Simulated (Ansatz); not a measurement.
System: K3AgSn3Se8 (P4/nbm, No. 125; cell taken from a computed entry). Method: r²SCAN+SOC (plane waves, PAW; Ansatz, a quantum-chemistry and plane-wave program).

Numerical settings: plane-wave cutoff 560 eV, 4×4×2 k mesh (along the axes of the cell as run), Fermi–Dirac smearing 0.01 eV, PAW data made under PBE.

Cell (relaxed with PBEsol):

```cif
data_Ag2K6Se16Sn6
_chemical_formula_sum 'K6 Ag2 Sn6 Se16'
_space_group_name_H-M_alt 'P 1'
_space_group_IT_number 1
_cell_length_a 8.06814
_cell_length_b 8.06814
_cell_length_c 13.32069
_cell_angle_alpha 90.000
_cell_angle_beta 90.000
_cell_angle_gamma 90.000
loop_
_space_group_symop_operation_xyz
  'x, y, z'
loop_
_atom_site_label
_atom_site_type_symbol
_atom_site_fract_x
_atom_site_fract_y
_atom_site_fract_z
_atom_site_occupancy
K1 K 0.50000 0.50000 0.27158 1
K2 K 0.50000 0.50000 0.72842 1
K3 K 0.00000 0.00000 0.72842 1
K4 K 0.00000 0.00000 0.27158 1
K5 K 0.00000 0.00000 0.00000 1
K6 K 0.50000 0.50000 0.00000 1
Ag1 Ag 0.00000 0.50000 0.00000 1
Ag2 Ag 0.50000 0.00000 0.00000 1
Sn1 Sn 0.00000 0.50000 0.23805 1
Sn2 Sn 0.50000 0.00000 0.23805 1
Sn3 Sn 0.00000 0.50000 0.76195 1
Sn4 Sn 0.50000 0.00000 0.76195 1
Sn5 Sn 0.50000 0.00000 0.50000 1
Sn6 Sn 0.00000 0.50000 0.50000 1
Se1 Se 0.31708 0.18292 0.86577 1
Se2 Se 0.81708 0.31708 0.86577 1
Se3 Se 0.68292 0.81708 0.86577 1
Se4 Se 0.18292 0.68292 0.86577 1
Se5 Se 0.31708 0.81708 0.13423 1
Se6 Se 0.81708 0.68292 0.13423 1
Se7 Se 0.68292 0.18292 0.13423 1
Se8 Se 0.18292 0.31708 0.13423 1
Se9 Se 0.33157 0.16843 0.37304 1
Se10 Se 0.83157 0.33157 0.37304 1
Se11 Se 0.66843 0.83157 0.37304 1
Se12 Se 0.16843 0.66843 0.37304 1
Se13 Se 0.33157 0.83157 0.62696 1
Se14 Se 0.83157 0.66843 0.62696 1
Se15 Se 0.66843 0.16843 0.62696 1
Se16 Se 0.16843 0.33157 0.62696 1
```

Task: What does this level give for the band gap and smallest direct gap on the k points sampled?

Result: 
- band gap = 1.40 eV (indirect)
- smallest direct gap on the k points sampled = 1.42 eV

Note: cell and atoms aren't relaxed at this level (largest force component 0.11 eV/Å, pressure 0.9 GPa).

Computed values are for the static lattice.
